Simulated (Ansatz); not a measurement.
Take Co2Si (space group P4/nmm, No. 129; a = 3.4547 Å, c = 5.7510 Å; ferromagnetic; a hypothetical phase, not in the database extracts checked) as the base.

Structures relaxed with PBE/PAW in Ansatz (a quantum-chemistry and plane-wave program), no spin-orbit coupling.

Base:

Simulated powder pattern, Co Kα, λ = 1.79026 Å (kinematic, ideal powder, no thermal factors, no anomalous dispersion; the 14 strongest lines at most, above 2 %, up to 2θ = 90°):

| 2θ (°) | I/Imax (%) | hkl |
|---|---|---|
| 17.91 | 19 | (001) |
| 35.19 | 12 | (101) |
| 42.99 | 5.3 | (110) |
| 46.92 | 100 | (111) |
| 47.78 | 26 | (102) |
| 55.67 | 26 | (003) |
| 57.48 | 70 | (112) |
| 62.43 | 49 | (200) |
| 64.55 | 6.1 | (103) |
| 65.52 | 2.2 | (201) |
| 73.73 | 2.5 | (211) |
| 82.25 | 10 | (212) |
| 88.46 | 27 | (203) |

After one change:

Simulated powder pattern, Co Kα, λ = 1.79026 Å (kinematic, ideal powder, no thermal factors, no anomalous dispersion; the 14 strongest lines at most, above 2 %, up to 2θ = 90°):

```json
[
 {"2θ (°)": "17.92", "I/Imax (%)": "19"},
 {"2θ (°)": "35.23", "I/Imax (%)": "12"},
 {"2θ (°)": "43.06", "I/Imax (%)": "5.3"},
 {"2θ (°)": "46.99", "I/Imax (%)": "100"},
 {"2θ (°)": "47.84", "I/Imax (%)": "26"},
 {"2θ (°)": "55.72", "I/Imax (%)": "26"},
 {"2θ (°)": "57.55", "I/Imax (%)": "70"},
 {"2θ (°)": "62.53", "I/Imax (%)": "49"},
 {"2θ (°)": "64.62", "I/Imax (%)": "6.1"},
 {"2θ (°)": "65.62", "I/Imax (%)": "2.2"},
 {"2θ (°)": "73.85", "I/Imax (%)": "2.5"},
 {"2θ (°)": "82.38", "I/Imax (%)": "10.0"},
 {"2θ (°)": "88.59", "I/Imax (%)": "27"}
]
```

Task: Name the change that was made.
A. pressure 0.7 GPa
B. pressure −2 GPa
C. pressure 3 GPa
D. pressure −1 GPa

Result: A, pressure 0.7 GPa. Its volume per atom is 11.40 Å³ against 11.44 Å³, and its space group is P4/nmm (No. 129).

Other magnetic orders, which the real material may have, were not ruled out. Load acts through the strain it causes; cell and atoms are relaxed under it. Stability against distortions was not tested.
